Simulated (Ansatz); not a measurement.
Base system: Si (space group Ia-3, No. 206; a = 6.602 Å). Axes: x, y, z lie along the cube axes.

Method: Ansatz (a first-principles code), PBEsol, PAW, cutoff 420 eV, scalar-relativistic without spin-orbit coupling.

Base values:

* **Pressure**: 0.0 GPa

Modification: a pure shear with ε_xy = ε_yx = -0.0204, atoms relaxed at fixed cell.

**Question.** What does the calculation give for the largest internal atomic displacement and pressure after the change?

**Answer.** The largest internal atomic displacement comes out as 0.027 Å; the pressure (mean of the normal stresses, compression positive) stays 0.0 GPa.

The cells carry an imposed strain or load. Stability against distortions was not tested. This is not the structure that Si has at room temperature and ambient pressure.
